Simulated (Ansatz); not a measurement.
Base system: Ag in the diamond structure (space group Fd-3m, No. 227; a = 6.2178 Å; a hypothetical phase, not in the database extracts checked; relaxed with 0.1 eV smearing). Axes: x, y, z lie along the cube axes.

Computed with PBE (Ansatz, an electronic-structure program), no spin-orbit coupling.

The change: the cell is stretched by 1.53 % along y with no lateral relaxation, atoms relaxed at fixed cell.

Question: Predict the stress tensor and what it implies for the stiffness.

Answer: Stress of the strained cell less that of the base (GPa, compression positive):
```
   -0.5     0.0     0.0
    0.0    -0.4     0.0
    0.0     0.0    -0.5
```

Then −Δσ_ii/ε with ε = 0.0153 gives secant stiffness values (nonlinear terms included at this strain): C22 ≈ 25 GPa, C12 ≈ 31 GPa and C23 ≈ 31 GPa.

An off-diagonal value above the diagonal one breaks a Born criterion: the base is elastically unstable at this level, or the strain is beyond its stable range.

No phonon test of stability was made.
